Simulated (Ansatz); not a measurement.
The parent structure is Yb in the fcc (Cu type) structure (space group Fm-3m, No. 225).

```
Yb
1.0
    0.00000     2.53338     2.53338
    2.53338     0.00000     2.53338
    2.53338     2.53338     0.00000
Yb
1
Direct
  0.00000   0.00000   0.00000
```

Level of theory: PBEsol (Ansatz, a first-principles code), spin-orbit coupling left out, earlier PAW set.

For the base:

The volume per atom is 32.52 Å³ and the band gap comes out as zero.

Now apply this change: a hydrostatic pressure of 45 GPa.

Question: What does the calculation give for the volume per atom and band gap after the change?

Answer: The volume per atom falls by 15.69 Å³, from 32.52 Å³ to 16.83 Å³; the band gap stays zero.

The state of the 4f shell was not checked for lower solutions. Load acts through the strain it causes; cell and atoms are relaxed under it. Stability against distortions was not tested. No other phases were tried under pressure. Seeded moments were not kept for the base. The final runs are not spin-polarised.
